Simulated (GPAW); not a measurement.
Worked example: self-consistent single point of Cr₃Co (P6_3/mmc, 8 atoms in the cell) in GPAW.

Computed with LDA (Perdew-Wang 92), GPAW PAW datasets LDA (gpaw-data 1.0.1) (plane waves; GPAW).

```yaml
crystal:
  lattice:
    - [5.05223, 0.00000, 0.00000]
    - [-2.52612, 4.37536, 0.00000]
    - [0.00000, 0.00000, 4.05887]
  atoms:
    - { symbol: Cr, position: [0.32959, 0.16479, 0.75000], spin: 3.0 }
    - { symbol: Cr, position: [0.67041, 0.83520, 0.25000], spin: 3.0 }
    - { symbol: Cr, position: [0.16479, 0.32959, 0.25000], spin: 3.0 }
    - { symbol: Cr, position: [0.83520, 0.67041, 0.75000], spin: 3.0 }
    - { symbol: Cr, position: [0.83520, 0.16479, 0.75000], spin: 3.0 }
    - { symbol: Cr, position: [0.16479, 0.83520, 0.25000], spin: 3.0 }
    - { symbol: Co, position: [0.66667, 0.33333, 0.25000], spin: 3.0 }
    - { symbol: Co, position: [0.33333, 0.66667, 0.75000], spin: 3.0 }
```
(The spins are starting values, not results.)

Reference input (self-consistent single point, DFT LDA (Perdew-Wang 92), plane waves, GPAW PAW datasets LDA (gpaw-data 1.0.1)): spinpol = true; mode = pw; ecut = 800 eV; xc = LDA; kpts = 6 6 6; mesh shift (steps) = 0 0 0; occupations.name = marzari-vanderbilt; occupations.width = 0.2 eV; nbands = -14; convergence.density = 1e-05 e/electron; symmetry.symmorphic = false; symmetry.tolerance = 0.0005. This run's input differs from it in these lines:

```diff
@@ -24,3 +24,3 @@
             kpts={'size': (6, 6, 6), 'gamma': True},
-            occupations={'name': 'marzari-vanderbilt', 'width': 0.2},
+            occupations={'name': 'methfessel-paxton', 'width': 0.1, 'order': 0},
             nbands=-14,
```

Log, with long lists cut:

```
     iter     time        total  log10-change:  magmom
                         energy   eigst   dens
iter:   1 --:--:--   -76.218378                   +23.9879
iter:   2 --:--:--   -79.403807   -0.82  -1.28    +15.5233
iter:   3 --:--:--   -81.190742   -1.50  -1.32    +5.4922
iter:   4 --:--:--   -81.036816   -1.70  -1.33    +3.8383
iter:   5 --:--:--   -80.999971   -0.66  -1.40    +2.0282
iter:   6 --:--:--   -80.749293   -1.79  -1.65    +1.5176
iter:   7 --:--:--   -80.745931   -2.18  -1.72    +1.4000
iter:   8 --:--:--   -80.519956   -1.40  -1.68    +1.6544
iter:   9 --:--:--   -80.535493   -2.27  -2.28    +1.0174
   [... lines left out ...]
iter:  43 --:--:--   -80.542406c  -6.59  -5.35c   -0.0000
iter:  44 --:--:--   -80.542406c  -6.63  -5.35c   -0.0000
iter:  45 --:--:--   -80.542406c  -6.72  -5.36c   -0.0000
iter:  46 --:--:--   -80.542406c  -6.81  -5.21c   -0.0000
iter:  47 --:--:--   -80.542406c  -6.90  -5.62c   -0.0000
   [... 3 lines left out ...]
iter:  51 --:--:--   -80.542406c  -7.16  -5.73c   -0.0000
iter:  52 --:--:--   -80.542406c  -7.21  -5.84c   -0.0000
iter:  53 --:--:--   -80.542406c  -7.30  -6.02c   -0.0000
iter:  54 --:--:--   -80.542406c  -7.39  -5.96c   -0.0000
iter:  55 --:--:--   -80.542406c  -7.42c -6.03c   -0.0000
Converged after 55 iterations.

Dipole moment: (-0.000000, 0.000000, 0.000000) |e|*Ang

Total magnetic moment: (0.000000, 0.000000, -0.000011)
Local magnetic moments:
   0 Cr ( 0.000000,  0.000000, -0.000001)
   1 Cr ( 0.000000,  0.000000, -0.000001)
   2 Cr ( 0.000000,  0.000000, -0.000001)
   3 Cr ( 0.000000,  0.000000, -0.000001)
   4 Cr ( 0.000000,  0.000000, -0.000001)
   5 Cr ( 0.000000,  0.000000, -0.000001)
   6 Co ( 0.000000,  0.000000, -0.000003)
   7 Co ( 0.000000,  0.000000, -0.000003)

Energy contributions relative to reference atoms: (reference = -246836.633578)

Kinetic:        -63.190166
Potential:      +32.135364
External:        +0.000000
XC:             -50.093224
Entropy (-ST):   -0.077898
Local:           +0.644569
SIC:             +0.000000
--------------------------
Free energy:    -80.581356
   [... lines left out ...]
Fermi level: 10.69857
No gap
   [... lines left out ...]
  2 Cr    0.00000   -0.01799    0.00000
  3 Cr    0.00000    0.01799    0.00000
  4 Cr    0.01558   -0.00899   -0.00000
  5 Cr   -0.01558    0.00899    0.00000
  6 Co   -0.00000    0.00000    0.00000
  7 Co    0.00000    0.00000   -0.00000

Stress tensor:
     0.088313    -0.000000     0.000000
     0.000000     0.088313     0.000000
     0.000000     0.000000     0.092300
Stress (GPa, Voigt): [14.1494 14.1494 14.7881  0.      0.     -0.    ]
```

The run converged in 55 iterations. GPAW prints stress with tension positive. Against the reference run the free energy drops by 5.3 meV/atom, the pressure goes from -14.49 to -14.36 GPa and the largest force goes from 0.025 to 0.018 eV/Å.

The starting cell comes from a database of computed structures (which also holds hypothetical and non-ambient phases and stackings), without a prior relaxation at this level. Its lattice was rescaled by a random factor within 2.5 % of one. The starting moments vanished: the run ended non-magnetic, which need not be the lowest state. With a pressure of about -14 GPa the cell is away from its equilibrium volume at this level.

Cost on one core of a shared machine: roughly 10 min.
